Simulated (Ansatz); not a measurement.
Base system: CdGeAs$_{2}$ in the chalcopyrite structure (space group I-42d, No. 122).

```xyz
8
Lattice="-2.9368 2.9368 5.6132 2.9368 -2.9368 5.6132 2.9368 2.9368 -5.6132" Properties=species:S:1:pos:R:3 pbc="T T T"
Cd     0.0000     0.0000     0.0000
Cd     0.0000     2.9368     2.8066
Ge     0.0000     0.0000     5.6132
Ge     2.9368     0.0000     2.8066
As     1.3275     1.4684     7.0165
As     1.4684    -1.3275     4.2099
As     1.6092     1.4684     1.4033
As     1.4684     4.2643    -1.4033
```

Cartesian axes are those of the cell as printed.

Method: LDA (Ansatz, a quantum-chemistry and plane-wave program, PAW, no SOC).

Base values:

```
Item               Result
---------------  --------
Volume per atom  24.21 Å³
```

It is then changed as follows: biaxial strain −0.75 %, plane normal [001], relaxed out of plane (Cartesian); in-plane vectors clamped, the third vector and the atoms free.

Q: Predict the new in-plane stress, energy relative to the base and volume per atom.

A: The mean in-plane stress (compression positive) comes out as +0.6 GPa; the energy rises by 0.7 meV/atom; the volume per atom shrinks by 0.15 Å³ (24.21 Å³ → 24.06 Å³).

Stability against distortions was not tested.
